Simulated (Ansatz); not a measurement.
# A computed series for AlRu: pressure series

The reference is AlRu in the CsCl type structure (space group Pm-3m, No. 221; a = 2.976 Å).

Cell and atoms are relaxed at each pressure.

Calculations: Ansatz (a program for electronic structure), PBEsol, PAW, cutoff 420 eV, no SOC.

Notes on the quantities. enthalpy: H = E + PV relative to the base's energy.

```
case                 density       enthalpy
----------------  ----------  -------------
base              8.06 g/cm³              –
pressure −2 GPa   7.99 g/cm³  -0.17 eV/atom
pressure −1 GPa   8.03 g/cm³  -0.08 eV/atom
pressure 0.3 GPa  8.08 g/cm³  +0.02 eV/atom
pressure 0.7 GPa  8.09 g/cm³  +0.06 eV/atom
pressure 1.5 GPa  8.12 g/cm³  +0.12 eV/atom
pressure 3 GPa    8.17 g/cm³  +0.25 eV/atom
pressure 5 GPa    8.24 g/cm³  +0.41 eV/atom
pressure 7.5 GPa  8.33 g/cm³  +0.61 eV/atom
pressure 10 GPa   8.41 g/cm³  +0.81 eV/atom
```

Load acts through the strain it causes; cell and atoms are relaxed under it. No phonon test of stability was made. Competing high-pressure phases were not computed. All final runs are without spin polarisation.
